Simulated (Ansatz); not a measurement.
```
CELL_PARAMETERS angstrom
      3.89814     0.00000     0.00000
      0.00000     3.89814     0.00000
      0.00000     0.00000     4.83669
ATOMIC_POSITIONS crystal
  Pb 0.50000 0.00000 0.75034
  Pb 0.00000 0.50000 0.24966
  O  0.50000 0.50000 0.00000
  O  0.00000 0.00000 0.00000
```

No spin polarisation.

Computed with PBEsol-D3(BJ)/PAW in Ansatz (a quantum-chemistry and plane-wave program), no SOC. Γ-centred 8×8×7 mesh, Fermi–Dirac width 0.05 eV.

Question: Predict the in-plane stress, band gap and space group.

Answer: 
* **Mean in-plane stress (compression positive)**: +2.4 GPa
* **Band gap**: 0.73 eV
* **Space group**: P4/nmm (No. 129)

Spin-orbit coupling, missing from the scalar runs, can matter with Pb. The cells carry an imposed strain or load. No phonon test of stability was made. The cell was made from PbO (space group P4/nmm, No. 129) by this change: biaxial strain −1.80 %, plane normal [001], relaxed out of plane.
